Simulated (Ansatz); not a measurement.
# ZnS (model structure, started from the BeO type, P4₂/mnm, No. 136, 8 atoms in the cell): properties by level of theory

```json
[
 {"level (code)": "LDA (Ansatz)", "equilibrium lattice constant a (Å)": "6.441", "c axis length (Å)": "3.768", "cohesive energy (eV/atom)": "3.66", "band gap (eV)": "2.27"},
 {"level (code)": "PBEsol (Ansatz)", "equilibrium lattice constant a (Å)": "6.518", "c axis length (Å)": "3.808", "cohesive energy (eV/atom)": "3.25", "band gap (eV)": "2.25"},
 {"level (code)": "r²SCAN+rVV10 (Ansatz)", "equilibrium lattice constant a (Å)": "6.515", "c axis length (Å)": "3.829", "cohesive energy (eV/atom)": "3.29", "band gap (eV)": "2.85"}
]
```

Computed values are for a static lattice.  Each level is taken at its own relaxed cell. Cutoffs differ between the levels. Ansatz's density-functional and Hartree–Fock values are scalar-relativistic unless marked +SOC, with PAW data made under PBE.

Ansatz's density-functional and Hartree–Fock values are scalar-relativistic unless marked +SOC, with PAW data made under PBE.

Free atoms are spin-polarised, in the lowest state found; at levels without +SOC their spin–orbit coupling is left out.

Static lattice: no zero-point or thermal effects.

A model structure was made by putting elements into a prototype or built by hand; it is no filed structure, need not be a known phase, and can be a saddle point held by its symmetry.

Ansatz is a program for electronic structure.
